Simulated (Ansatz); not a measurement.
The parent structure is RuBr$_{3}$ (space group P6_3/mcm, No. 193; a = 6.530 Å, c = 5.800 Å; made of chains). Axes: x lies along a and z along c of the hexagonal cell.

Calculations: PBEsol/PAW in Ansatz (an electronic-structure program), spin-orbit coupling left out.

Base values:

| Quantity | Value |
|---|---|
| Pressure | 0.0 GPa |
| Shortest interatomic distance | 2.475 Å |

One thing is altered: uniaxial strain ε_zz = −1.98 %, all other strain components held at zero, atoms relaxed at fixed cell.

### Question
How does this affect the pressure?

### Answer
The pressure (mean of the normal stresses, compression positive) goes from zero to 0.6 GPa.

### Question
Predict the new largest internal atomic displacement.

### Answer
The largest internal atomic displacement amounts to 0.016 Å.

### Question
What happens to the energy relative to the base?

### Answer
The energy rises by 2.8 meV/atom.

### Question
What happens to the shortest interatomic distance?

### Answer
The shortest interatomic distance drops by 0.0036 Å to 2.472 Å.

Without a gap, meshes like the base's 8×8×8 leave anisotropic stresses uncertain by several tenths of a GPa, and small strain energies with them. Stability against distortions was not tested. No Hubbard U is applied, and correlation can decide whether such a compound is a metal. The final runs are not spin-polarised. No dispersion term is included in the PBEsol runs.
